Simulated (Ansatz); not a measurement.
Consider a 16-atom cell of Ti(N,C) started in the rock salt structure, site fractions N 0.250, C 0.750, short-range order -0.11 among the nearest mixed sites of the first mixed sublattice (0 is random, a negative value favours unlike neighbours), space group Cmmm at the end, an ordered arrangement that its symmetry holds. Its start:

```
CELL_PARAMETERS angstrom
     -0.00002     4.31694     4.31706
      4.31703     0.00000     4.31703
      4.31706     4.31694    -0.00002
ATOMIC_POSITIONS crystal
  Ti 0.00057 0.99943 0.00057
  Ti 0.00094 0.00000 0.49906
  Ti 0.00057 0.49943 0.00057
  Ti 0.00094 0.50000 0.49906
  Ti 0.49906 0.00000 0.00094
  Ti 0.49943 0.00057 0.49943
  Ti 0.49906 0.50000 0.00094
  Ti 0.49943 0.50057 0.49943
  N  0.25000 0.25000 0.25000
  C  0.25000 0.25000 0.75000
  N  0.25000 0.75000 0.25000
  C  0.25000 0.75000 0.75000
  C  0.75000 0.25000 0.25000
  C  0.75000 0.25000 0.75000
  C  0.75000 0.75000 0.25000
  C  0.75000 0.75000 0.75000
```

Computed with PBE (plane waves to 420 eV, PAW; Ansatz, an electronic-structure program). Spin–orbit coupling is left out; the runs are not spin-polarised. Its k-point mesh 5×5×5, Fermi–Dirac width 0.05 eV.

### Question
Predict the alloy's volume and bond lengths.

### Answer
| Quantity | Result |
|---|---|
| volume per atom | 10.01 Å³ |
| C–Ti bonds (within 1.22 times the sum of covalent radii) | 2.154 Å on average, from 2.151 to 2.157 (36) |
| N–Ti bonds (within 1.22 times the sum of covalent radii) | 2.158 Å on average, from 2.149 to 2.162 (12) |
